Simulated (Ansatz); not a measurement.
An Ansatz (an electronic-structure program) run: SrTiO3 with a change (uniaxial stress, 8 GPa compression along x); Ansatz r2SCAN, no SOC, earlier PAW set.

Input:

Ansatz 0.2 input:
```yaml
crystal:
  lattice:
    - [3.9075260593, 0, 0]
    - [0, 3.9075260593, 0]
    - [0, 0, 3.9075260593]
  atoms:
    - { symbol: Sr, position: [0, 0, 0] }
    - { symbol: Ti, position: [0.5, 0.5, 0.5] }
    - { symbol: O, position: [0, 0.5, 0.5] }
    - { symbol: O, position: [0.5, 0.5, 0] }
    - { symbol: O, position: [0.5, 0, 0.5] }
basis: { ecutwfc: 500, ecutrho_ratio: 4, xc_grid: 4, fft_grid_basis: typed }
kpoints: { mp_grid: { grid: [9, 9, 9] } }
hamiltonian:
  xc: r2scan
  dispersion: none
  pseudopotentials: { azcp: { folder: ./paw }, kind: paw }
scf: { occupations: { method: fermi_dirac, width: 0.05 } }
relax: { f_tol: 0.005, max_steps: 50, cell: { stress_tol: 0.01, sigma_target: [8, 0, 0, 0, 0, 0] } }
output: { forces: true, stress: true }
checkpoint: { write: state.ck, write_every: 1000 }
```

Output (explanatory and most iteration lines left out):

```
Relaxation: its limit of steps is 50 (relax.max_steps)
Pseudopotential: Sr, paw, valence charge 10
Pseudopotential: Ti, paw, valence charge 12
Pseudopotential: O, paw, valence charge 6
Crystal: 5 atoms, lattice volume = 59.663 Å³
Basis set: ecut = 500 eV, 1503 PW (Γ), exchange–correlation on 120×120×120 points (64 copies of the dense FFT grid, shifted against one another)
Bands: 25, of which v1, the nominal top of the filled ones, is band 20 counted from 1 (19 counted from 0)
Symmetry: 16 space group operations
k-points: 75 of 729
Functional: x = r2scan, c = r2scan; τ floored in thin density (d = 2e-4 eV/Å³)
SCF iter   1: F=—  HF=-7774.422532 eV  |F-HF|=—  |Δ(HF+E_count)|=         —  Δρ=5.73e-2  dr2=2.02e0  dr2_τ=3.39e-1  ethr=3.10e-3  ⟨swp⟩=7.3  Hψ=9666  notcnv=0
SCF iter   2: F=—  HF=-7774.679036 eV  |F-HF|=—  |Δ(HF+E_count)|=   2.57e-1  Δρ=3.12e-2  dr2=3.92e-1  dr2_τ=4.70e-2  ethr=3.10e-3  ⟨swp⟩=3.0  Hψ=4274  notcnv=0  defer=75
SCF 1 converged in 9 iterations: F = -7774.738380 eV  dr2 = 3.16e-8
relax step   1: F+E_penalty+E_count = -7774.73837973 eV  Δ(F+E_penalty+E_count) = +0.000e0 eV  max|allowed force component| = 1.365e-29 eV/Å  Δτ_max = 0.0000 Å  P = -0.001 GPa  Ω = 59.663 Å³  (9 SCF iters, dr2 threshold 1.00e-7 eV, accepted)
[... steps on the carried basis left out ...]
relax step   5: F+E_penalty+E_count = -7774.70433119 eV  Δ(F+E_penalty+E_count) = +4.278e-4 eV  max|allowed force component| = 1.152e-29 eV/Å  Δτ_max = 0.0000 Å  P = +2.674 GPa  Ω = 58.927 Å³  stress off target by 9.58e-3 GPa  SCF on the basis re-selected at this cell (its energy is not comparable with the rows above)  (8 SCF iters)
SCF converged after 8 iterations
Free energy (F): -7774.704331 eV
Internal energy: -7774.704331 eV  (E = F + TS)
E sigma→0 (E₀):  -7774.704331 eV
Fermi energy:    10.939540 eV
--- Forces (eV/Å), atoms counted from 1 ---
  atom   1  Sr     0.00000000     0.00000000     0.00000000
  atom   2  Ti    -0.00000000     0.00000000     0.00000000
  atom   3  O      0.00000000     0.00000000     0.00000000
  atom   4  O     -0.00000000     0.00000000     0.00000000
  atom   5  O      0.00000000     0.00000000     0.00000000
--- Stress (GPa, compression-positive) ---
        8.009578       0.000000       0.000000
        0.000000       0.006871       0.000000
        0.000000       0.000000       0.006871
  P = ⅓ Tr σ = 2.6744 GPa (26.744 kbar)
--- Relaxed structure (4 steps of the walk, 4 accepted, 1 SCFs on fresh bases) ---
  cell:  # Å, volume = 58.9271 Å³
    - [3.815391921975986, -3.0814879110195774e-33, 0.0]
    - [-3.0814879110195774e-33, 3.929957784221524, 0.0]
    - [0.0, 0.0, 3.929957784221524]
  atoms:
    - { symbol: Sr, position: [3.217223493417518e-86, -3.5618068574644773e-37, 0.0] }
    - { symbol: Ti, position: [0.5, 0.5, 0.5] }
    - { symbol: O, position: [0.0, 0.5, 0.5] }
    - { symbol: O, position: [0.5, 0.5, 0.0] }
    - { symbol: O, position: [0.5, -3.5618068574639494e-37, 0.5] }
```

Load acts through the strain it causes; cell and atoms are relaxed under it. sigma_target is in GPa, compression positive, in the order xx, yy, zz, yz, xz, xy. Stability under load was not tested beyond the relaxation. All final runs are without spin polarisation. The cell was made from SrTiO3 in the cubic perovskite structure (space group Pm-3m, No. 221) by this change: uniaxial stress, 8 GPa compression along x. Many cubic perovskites are stable only at high temperature; tilts and polar distortions were not tested.
